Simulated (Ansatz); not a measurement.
Functionals compared on CO on the 1x1 (111) surface of fcc Rh, one in a 2x2 cell, started at the site 'top Rh', in Ansatz (plane waves, PAW). The structure was relaxed with PBE; the other rows are single points on it, each with its references at the same level. Cutoff 420 eV (500 eV for r2SCAN).

Model: 18-atom slab, 6.5 Å thick at the start under the adsorbate (thin: gaps and levels are the slab's own), 6x6x1 mesh, Fermi-Dirac 0.1 eV, dipole correction, 8 atoms held, the rest relaxed; start symmetry kept, larger cells not searched; no spin, no spin-orbit, no U, no dispersion correction. At the end it is bonded to Rh. In PBE it is, or lies within 0.03 eV of, the lowest of the starts that converged. These notes are the PBE run's. Adsorption energies are against CO(g). A negative adsorption energy means that the adsorbate is more stable on the surface than in its reference.

```csv
functional,adsorption energy (eV),work function of the top face (eV),change of the work function (eV),rough cost of the single point
PBE,-1.88,5.70,0.56,–
RPBE,-1.59,5.56,0.60,very roughly 60 core-seconds
r2SCAN,-2.03,5.78,0.64,roughly 2.1 core-minutes
```

Ansatz is a program for electronic structure.
